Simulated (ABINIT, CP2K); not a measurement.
A CP2K input for a self-consistent single point of BAs (F-43m, 2 atoms in the cell) (DFT PBE, GPW, DZVP-MOLOPT-SR-GTH basis, GTH-PBE potentials (GTH_POTENTIALS)):

```
&GLOBAL
  PROJECT scf
  RUN_TYPE ENERGY_FORCE
  PRINT_LEVEL MEDIUM
&END GLOBAL
&FORCE_EVAL
  METHOD Quickstep
  STRESS_TENSOR ANALYTICAL
  &DFT
    BASIS_SET_FILE_NAME BASIS_MOLOPT
    POTENTIAL_FILE_NAME GTH_POTENTIALS
    &QS
      METHOD GPW
      EPS_DEFAULT 1E-10
    &END QS
    &MGRID
      CUTOFF 400
      REL_CUTOFF 40
      NGRIDS 5
    &END MGRID
    &SCF
      SCF_GUESS ATOMIC
      EPS_SCF 1E-6
      MAX_SCF 100
      ADDED_MOS 4
      &DIAGONALIZATION
        ALGORITHM STANDARD
      &END DIAGONALIZATION
      &MIXING
        METHOD BROYDEN_MIXING
        ALPHA 0.4
        NBUFFER 12
        BETA 1
      &END MIXING
      &SMEAR ON
        METHOD FERMI_DIRAC
        ELECTRONIC_TEMPERATURE [K] 580.23
      &END SMEAR
    &END SCF
    &KPOINTS
      SCHEME MONKHORST-PACK 8 8 8
      GAMMA_CENTERED T
    &END KPOINTS
    &XC
      &XC_FUNCTIONAL PBE
      &END XC_FUNCTIONAL
    &END XC
    &PRINT
      &MO
        EIGENVALUES T
        OCCUPATION_NUMBERS T
        NDIGITS 8
        FILENAME mo
        &EACH
          QS_SCF 0
        &END EACH
        ADD_LAST NUMERIC
      &END MO
      &MULLIKEN ON
      &END MULLIKEN
    &END PRINT
  &END DFT
  &SUBSYS
    &CELL
      A 3.31237100 0.00000000 0.00000000
      B 1.65618600 2.86859700 0.00000000
      C 1.65618600 0.95619900 2.70454000
      PERIODIC XYZ
    &END CELL
    &COORD
      SCALED
      B        0.00000000     0.00000000     0.00000000
      As       0.25000000     0.25000000     0.25000000
    &END COORD
    &KIND B
      BASIS_SET DZVP-MOLOPT-SR-GTH-q3
      POTENTIAL GTH-PBE-q3
    &END KIND
    &KIND As
      BASIS_SET DZVP-MOLOPT-SR-GTH-q5
      POTENTIAL GTH-PBE-q5
    &END KIND
  &END SUBSYS
  &PRINT
    &FORCES ON
    &END FORCES
    &STRESS_TENSOR ON
    &END STRESS_TENSOR
  &END PRINT
&END FORCE_EVAL
```

Q: Translate this input to ABINIT.

A: One input that does it (others would too):

```
# BAs, JTH v2.0 PBE PAW
pp_dirpath "./"
pseudos "B.GGA_PBE-JTH.xml, As.GGA_PBE-JTH.xml"
acell 3.3123710058 3.3123710058 3.3123710058 Angstrom
rprim
        -0.0000000000    0.7071067812    0.7071067812
         0.7071067812   -0.0000000000    0.7071067812
         0.7071067812    0.7071067812   -0.0000000000
natom 2
ntypat 2
znucl 5 33
typat 1 2
xred
         0.0000000000    0.0000000000    0.0000000000
         0.2500000000    0.2500000000    0.2500000000
ecut 40 Ry
pawecutdg 80 Ry
pawxcdev 0
ixc 11
occopt 3
tsmear 0.00183747
nband 14
kptopt 1
ngkpt 8 8 8
nshiftk 1
shiftk 0 0 0
nstep 80
tolvrs 1.0e-12
prtwf 0
prtden 0
prtvol 1
enunit 2
```

Basis settings and potentials, where a program has them, do not carry over. This input uses DFT, PBE, plane waves, PAW (JTH v2.0 PBE PAW). Both were run: pressure 13.18 GPa in CP2K and 12.16 in ABINIT; gap on the mesh 1.189 eV in CP2K and 1.137 in ABINIT.

On ABINIT: the starting cell has typed, rounded lattice constants, without a prior relaxation at this level. For this run, on top of that: lattice scaled by 0.98. With a pressure of about 12 GPa the cell is away from its equilibrium volume at this level.

On CP2K: the starting cell has typed, rounded lattice constants, without a prior relaxation at this level. For this run, on top of that: lattice scaled by 0.98. Values carry the incompleteness of an atom-centred basis. With a pressure of about 13 GPa the cell is away from its equilibrium volume at this level.
